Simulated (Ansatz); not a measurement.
Inside the gap of an insulator the Bloch states are evanescent, with a wavenumber k + iκ along the transport direction.

Consider the following.

```
CELL_PARAMETERS angstrom
      7.17638     0.00000     0.00000
      2.39213     9.49492     0.00000
      3.58819     0.00000     2.07164
ATOMIC_POSITIONS crystal
  Bi 0.59918 0.20245 0.00000
  Bi 0.40082 0.79755 0.00000
  Se 0.00000 0.00000 0.00000
  Se 0.78937 0.63189 0.00000
  Se 0.21063 0.36811 0.00000
```

The cell was relaxed by PBE-D3(BJ); by r2SCAN it stands under a pressure of 1.2 GPa.

Transport runs along the normal of the first two printed cell vectors, the (110) plane of the conventional cell.

No gap correction and no spin-orbit coupling; mid-gap is the computed energy nearest the middle.

Problem. Compute, with r2SCAN in Ansatz (a quantum-chemistry and plane-wave program), the band gap and the smallest decay constant κ at mid-gap.

Solution. Gap 0.43 eV on a 14×14×14 mesh; κ = 0.071 1/Å, at the zone centre.
